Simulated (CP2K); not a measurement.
CP2K run on Ti3Sn (P1, 4 atoms in the cell): self-consistent single point.

Computed with LDA (Pade form), GPW, DZVP-MOLOPT-SR-GTH basis, GTH-PADE potentials (GTH_POTENTIALS) (CP2K).

```xyz
4
Lattice="4.1569 0.0000 0.0000 0.0000 4.1569 0.0000 0.0000 0.0000 4.1569" Properties=species:S:1:pos:R:3 pbc="T T T"
Ti     2.0511     2.0538     0.0110
Ti     0.0073     2.0717     2.0258
Ti     2.1370     0.0605     2.1238
Sn    -0.0385    -0.0290    -0.0036
```

Reference input (self-consistent single point, DFT PBEsol, GPW, DZVP-MOLOPT-SR-GTH basis, GTH-PBE potentials (GTH_POTENTIALS)): CUTOFF = 600 Ry; REL_CUTOFF = 50 Ry; SMEAR/METHOD = FERMI_DIRAC; ELECTRONIC_TEMPERATURE = 1578.21 K; KPOINTS/SCHEME = MONKHORST-PACK 5 5 5; XC_FUNCTIONAL = PBE:PBESOL; Ti/BASIS_SET = DZVP-MOLOPT-SR-GTH; Ti/POTENTIAL = GTH-PBE-q12; Sn/BASIS_SET = DZVP-MOLOPT-SR-GTH; Sn/POTENTIAL = GTH-PBE-q4; METHOD = GPW; EPS_DEFAULT = 1e-10. This run's input differs from it in these lines:

```diff
@@ -43,6 +43,3 @@
     &XC
-      &XC_FUNCTIONAL
-        &PBE
-          PARAMETRIZATION PBESOL
-        &END PBE
+      &XC_FUNCTIONAL PADE
       &END XC_FUNCTIONAL
@@ -79,3 +76,3 @@
       BASIS_SET DZVP-MOLOPT-SR-GTH
-      POTENTIAL GTH-PBE-q12
+      POTENTIAL GTH-PADE-q12
     &END KIND
@@ -83,3 +80,3 @@
       BASIS_SET DZVP-MOLOPT-SR-GTH
-      POTENTIAL GTH-PBE-q4
+      POTENTIAL GTH-PADE-q4
     &END KIND
```

Log, with long lists cut:

```
 SCF WAVEFUNCTION OPTIMIZATION

  Step     Update method      Time    Convergence         Total energy    Change
     1 NoMix/Diag. 0.30E+00      -     1.70770896      -179.2155531879 -1.79E+02
     2 Broy./Diag. 0.30E+00      -     0.01794557      -179.7603959254 -5.45E-01
     3 Broy./Diag. 0.30E+00      -     0.03960159      -178.7429917607  1.02E+00
     4 Broy./Diag. 0.30E+00      -     0.02715748      -178.0332466597  7.10E-01
     5 Broy./Diag. 0.30E+00      -     0.01308057      -178.2158337074 -1.83E-01
     6 Broy./Diag. 0.30E+00      -     0.00416160      -178.1835550429  3.23E-02
   [... 7 lines left out ...]
    14 Broy./Diag. 0.30E+00      -     0.00000189      -178.1445416491 -2.05E-05
    15 Broy./Diag. 0.30E+00      -     0.00000173      -178.1445635596 -2.19E-05
    16 Broy./Diag. 0.30E+00      -     0.00000158      -178.1445665865 -3.03E-06
    17 Broy./Diag. 0.30E+00      -     0.00000034      -178.1445594799  7.11E-06
  *** SCF run converged in    17 steps ***

  Overlap energy of the core charge distribution:               0.00000000000132
  Self energy of the core charge distribution:               -328.15759509354490
  Core Hamiltonian energy:                                     83.10231836982251
  Hartree energy:                                              89.62265412863479
  Exchange-correlation energy:                                -22.69828368283401
  Electronic entropic energy:                                  -0.01365319979757
  Fermi energy:                                                 0.35965649499874

  Total energy:                                              -178.14455947987656
  Total energy (extrapolated to T->0):                       -178.13773287997779

   [... lines left out ...]

 STRESS| Analytical stress tensor [bar]
 STRESS|                        x                   y                   z
 STRESS|      x       -6.49155898288E+04  -4.14755173448E+02   3.25100631420E+03
 STRESS|      y       -4.14755173448E+02  -6.66507931835E+04  -9.79973187796E+02
 STRESS|      z        3.25100631420E+03  -9.79973187796E+02  -6.26166399082E+04
 STRESS| 1/3 Trace                                            -6.47276743068E+04
```

The run converged in 17 iterations. Against the reference run the pressure goes from 0.25 to -6.47 GPa and the largest force goes from 0.863 to 0.761 eV/Å.

The starting cell comes from a database of computed structures (which also holds hypothetical and non-ambient phases and stackings), without a prior relaxation at this level. Its atoms were displaced at random from the sites of space group no. 221. Spin polarisation is off. Values carry the incompleteness of an atom-centred basis. With a pressure of about -6 GPa the cell is away from its equilibrium volume at this level.

Cost on one core of a shared machine: roughly 70 s.
